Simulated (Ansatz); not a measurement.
**CdTe under load (space group I-4m2): band-edge transport data**

Consider the following.

```yaml
crystal:
  lattice:
    - [0.00000, 3.13445, 3.46612]
    - [3.13445, 0.00000, 3.46612]
    - [3.13445, 3.13445, 0.00000]
  atoms:
    - { symbol: Cd, position: [0.00000, 0.00000, 0.00000] }
    - { symbol: Te, position: [0.25000, 0.25000, 0.25000] }
```

The numbers are results of r2SCAN with spin-orbit coupling, rigid bands (plane waves, PAW; Ansatz, an electronic-structure program), not measurements. Condition of this run: biaxial stress xx = yy = 2 GPa (compression positive) (the target of the relaxation). Geometry: cell and atoms relaxed with r2SCAN, then loaded as said.

* **band gap**: 0.84 eV
* **electron conductivity mass (300 K, dilute)**: 0.094 (x), 0.094 (y), 0.099 (z) mₑ
* **hole conductivity mass (300 K, dilute)**: 0.24 (x), 0.24 (y), 0.61 (z) mₑ
* **effective density of states N_c (300 K)**: 7.1e17 cm⁻³
* **effective density of states N_v (300 K)**: 3.4e18 cm⁻³
* **density-of-states mass, electrons**: 0.093 mₑ
* **density-of-states mass, holes**: 0.26 mₑ
* **Seebeck coefficient, n-type 1e19 cm⁻³, 300 K**: -62 μV/K
* **Seebeck coefficient, p-type 1e19 cm⁻³, 300 K**: 168 μV/K
* **best p-type power factor at 300 K for τ = 10 fs (best axis; densities from 1e16 to 1e21 cm⁻³ tried, whether or not they can be reached)**: 5.7 μW/(cm·K²) at 3e20 cm⁻³

Rigid bands; masses and Seebeck coefficients take one relaxation time τ for all states and one kind of carrier; polarons and phonon drag are left out.
